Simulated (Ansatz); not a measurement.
Take a 9-atom supercell of HfS2 in the CdI2 type structure (space group P-3m1, No. 164; a = 3.6057 Å, c = 5.7676 Å; layered, stacked along the Cartesian z axis) at its relaxed geometry as the base.

All numbers come from PBE-D3(BJ) (Ansatz, a first-principles code), no SOC.

For the base:

Pressure: 0.0 GPa

Modification: one Hf atom is replaced by S, atoms relaxed at fixed cell, starting from a slightly rattled geometry.

Q: What does the calculation give for the largest displacement of a host atom from its site in the perfect cell after the change?

A: The largest displacement of a host atom from its site in the perfect cell amounts to 0.14 Å.

Q: What does the calculation give for the shift of the substituted atom off its lattice site after the change?

A: The shift of the substituted atom off its lattice site is 0.37 Å.

Q: What does the calculation give for the pressure after the change?

A: The pressure goes from zero to -1.3 GPa.

The magnetic state is the one reached from the starting moments; the real material's order can differ, and small cells can't hold many antiferromagnetic ones. The cell is small, so the values are those of an ordered compound at a high defect concentration; dilute-limit values will differ. Starting moments died away, wholly or in part, for S on a Hf site (antisite); another magnetic solution may exist. The defect cell is spin-polarised and ends with 0.0 μB.
